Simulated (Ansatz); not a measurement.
Base system: CsPbBr3 in the cubic perovskite structure (space group Pm-3m, No. 221; a = 5.8721 Å).

Level of theory: PBEsol (Ansatz, a quantum-chemistry and plane-wave program), no SOC.

For the base:

- Volume per atom: 40.50 Å³
- Band gap: 1.43 eV
- Gap character: direct at R

One thing is altered: full substitution Br → Cl; the structure is relaxed again.

Question: What happens to the volume per atom, band gap and gap character?

Answer: The volume per atom shrinks by 5.02 Å³ (40.50 Å³ → 35.48 Å³); the band gap increases by 0.40 eV, from 1.43 eV to 1.83 eV; the gap character is still direct at R.

With Pb present, leaving out spin-orbit coupling can change the band edges. Whether these cells are dynamically stable was not tested. Many cubic perovskites are stable only at high temperature; tilts and polar distortions were not tested. This is not the structure that CsPbCl3 has at room temperature and ambient pressure. This is not the structure that CsPbBr3 has at room temperature and ambient pressure.
